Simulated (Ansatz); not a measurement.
## BeTe, pressure series

The parent structure is BeTe in the zinc blende structure (space group F-43m, No. 216; a = 5.6043 Å).

Cell and atoms are relaxed at each pressure.

Level of theory: Kohn–Sham DFT with the PBEsol functional, run in Ansatz (a first-principles code) with PAW and 420 eV plane waves, without spin-orbit coupling.

```tsv
pressure (GPa)	band gap (eV)
-2	1.92
-1	1.88
0	1.84
0.9	1.80
2.1	?
4.5	1.67
9	1.52
15	1.35
```

Problem. Fit E_g = E₀ + αP + βP² to the rows shown and predict the withheld row.

Solution. Least squares on the printed values gives E₀ = 1.84 eV, α = -39.8 meV/GPa, β = 0.48 meV/GPa² (largest residual 0.00 eV); this predicts 1.76 eV, and the run gives 1.75 eV, in agreement.

Spin-orbit coupling, missing from the scalar runs, can matter with Te. Load acts through the strain it causes; cell and atoms are relaxed under it. Whether these cells are dynamically stable was not tested. No other phases were tried under pressure.
